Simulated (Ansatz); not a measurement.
## SiO2: response to strain

The reference is SiO₂ (space group Cmce, No. 64; a = 2.6788 Å, b = 4.6394 Å, c = 10.9416 Å; a model cell, its experimental status unchecked; layered, stacked along the Cartesian z axis). Axes: x, y, z lie along a, b, c of the conventional cell.

Strains are applied to the cell and any free atomic positions relax; under biaxial strain the out-of-plane vector relaxes too.

Method: Kohn–Sham DFT with the PBEsol functional, run in Ansatz (a program for electronic structure) with PAW and 420 eV plane waves, no spin-orbit coupling.

Notes on the quantities. pressure: mean of the normal stresses, compression positive.

```tsv
variant	band gap	electron mass	pressure	volume per atom	smallest direct gap
base	6.48 eV	–	0.00 GPa	11.33 Å³	6.98 eV
biaxial strain −3.66 %, plane normal [001], relaxed out of plane	7.67 eV	0.70 mₑ out of plane, 0.45 mₑ in plane (at Γ)	14.63 GPa	10.70 Å³	8.15 eV
isotropic strain −0.29 %	6.58 eV	–	1.02 GPa	11.23 Å³	7.07 eV
uniaxial strain ε_xx = −4.10 %	7.10 eV	0.46 mₑ along x, 0.40 mₑ along y, 0.78 mₑ along z (at Γ)	8.10 GPa	10.87 Å³	7.54 eV
uniaxial strain ε_zz = −2.55 %	6.46 eV	0.86 mₑ along z, 0.40 mₑ across (at Γ)	0.04 GPa	11.04 Å³	6.93 eV
```

Masses are band curvatures over ±0.01 Å⁻¹ around the edge. Whether these cells are dynamically stable was not tested. The base started in Pnma and relaxed to Cmce at this level. No dispersion term is included in the PBEsol runs.
